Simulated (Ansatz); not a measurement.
We consider cubic perovskite SrHfO3 (cubic high-temperature phase), described by HSE06 (Ansatz, a quantum-chemistry and plane-wave program, PAW).

Run with plane-wave cutoff 460 eV, 6×6×6 k mesh, Fermi–Dirac smearing 0.01 eV, scalar-relativistic PAW data made under PBE.

Cell (measured lattice):

Space group Pm-3m (No. 221); a = b = c = 4.114 Å, α = β = γ = 90.00°

| atom | site | symmetry | x | y | z |
|---|---|---|---|---|---|
| O | 3d | 4/mm.m | 0.0000 | 0.0000 | 0.5000 |
| Sr | 1b | m-3m | 0.5000 | 0.5000 | 0.5000 |
| Hf | 1a | m-3m | 0.0000 | 0.0000 | 0.0000 |

**Question.** Give the computed band gap and smallest direct gap on the k points sampled.

**Answer.** 
* **band gap**: 5.37 eV (on the SCF k mesh)
* **smallest direct gap on the k points sampled**: 5.65 eV

Note: held by symmetry at 0 K, a high-temperature phase can be a saddle point; cell and atoms aren't relaxed at this level (pressure 0.7 GPa).

Spin–orbit coupling is not included.

Computed values are for the static lattice.
